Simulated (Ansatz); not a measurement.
Base system: Cs in the bcc (W type) structure (space group Im-3m, No. 229; a = 6.161 Å; relaxed with 0.1 eV smearing).

Level of theory: Ansatz (a first-principles code), PBE, PAW, cutoff 420 eV, no SOC.

Base values:

```
Quantity    Value
--------  -------
Pressure  0.0 GPa
```

Now apply this change: the cell is scaled by 1.0250 in all directions; the atoms relax in the strained cell.

Q: How does this affect the energy relative to the base and pressure?

A: The energy increases by 3.8 meV/atom; the pressure is nearly the same (0.0 GPa against -0.1 GPa).

Whether these cells are dynamically stable was not tested. All final runs are without spin polarisation.
